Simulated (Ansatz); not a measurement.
The starting structures come from a database of crystals and need not be the phases stable at ambient conditions.

# Evanescent states of LaF3 (P6_3cm, not sure to be the ambient phase, 24 atoms a cell, 13.6 Å³ an atom) along the normal of (100)

All values below come from r2SCAN (plane waves, PAW; Ansatz, a quantum-chemistry and plane-wave program).

No gap correction and no spin-orbit coupling; mid-gap values are interpolated between computed energies.

Energies count from the valence-band top; κ is the least over a 4×4 mesh across the current.

```json
[
 {"E (eV)": "0.16", "κ (1/Å)": "0.252", "where": "Γ"},
 {"E (eV)": "0.48", "κ (1/Å)": "0.337", "where": "Γ"},
 {"E (eV)": "0.80", "κ (1/Å)": "0.395", "where": "Γ"},
 {"E (eV)": "1.12", "κ (1/Å)": "0.438", "where": "Γ"},
 {"E (eV)": "1.44", "κ (1/Å)": "0.472", "where": "Γ"},
 {"E (eV)": "1.76", "κ (1/Å)": "0.499", "where": "Γ"},
 {"E (eV)": "2.08", "κ (1/Å)": "0.521", "where": "Γ"},
 {"E (eV)": "2.40", "κ (1/Å)": "0.538", "where": "Γ"},
 {"E (eV)": "2.72", "κ (1/Å)": "0.552", "where": "Γ"},
 {"E (eV)": "3.04", "κ (1/Å)": "0.562", "where": "Γ"},
 {"E (eV)": "3.36", "κ (1/Å)": "0.569", "where": "Γ"},
 {"E (eV)": "3.68", "κ (1/Å)": "0.573", "where": "Γ"},
 {"E (eV)": "4.00", "κ (1/Å)": "0.575", "where": "Γ"},
 {"E (eV)": "4.32", "κ (1/Å)": "0.574", "where": "Γ"},
 {"E (eV)": "4.64", "κ (1/Å)": "0.570", "where": "Γ"},
 {"E (eV)": "4.96", "κ (1/Å)": "0.565", "where": "Γ"},
 {"E (eV)": "5.28", "κ (1/Å)": "0.556", "where": "Γ"},
 {"E (eV)": "5.60", "κ (1/Å)": "0.546", "where": "Γ"},
 {"E (eV)": "5.92", "κ (1/Å)": "0.532", "where": "Γ"},
 {"E (eV)": "6.24", "κ (1/Å)": "0.515", "where": "Γ"},
 {"E (eV)": "6.56", "κ (1/Å)": "0.494", "where": "Γ"},
 {"E (eV)": "6.88", "κ (1/Å)": "0.461", "where": "Γ"}
]
```

Task: How thick must the barrier be to attenuate the transmission by 10^4 when the electrodes' Fermi level lies at 1.44 eV, and what attenuation does that film give at 2.08 eV?

Result: d = 4 ln 10 / (2 × 0.472) = 9.8 Å. At 2.08 eV it gives 4 × 0.521/0.472 = 4.4 decades.
